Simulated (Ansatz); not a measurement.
Base system: Pt in the fcc (Cu type) structure (space group Fm-3m, No. 225; a = 3.918 Å).

Method: Ansatz (an electronic-structure program), PBEsol, PAW, cutoff 420 eV, without spin-orbit coupling.

For the base:

- Volume per atom = 15.04 Å³
- Band gap = zero

Modification: S takes the place of Pt on all its sites, then cell and atoms are relaxed.

Tabulated Pauling electronegativity and covalent radius: Pt 2.28, 1.36 Å; S 2.58, 1.05 Å.

Question: What happens to the volume per atom and band gap?

Answer: The volume per atom drops by 0.12 Å³ (15.04 Å³ → 14.92 Å³); the band gap remains zero.

No phonon test of stability was made. As relaxed here, S is a hypothetical phase, not in the database extracts checked. The final runs are not spin-polarised.
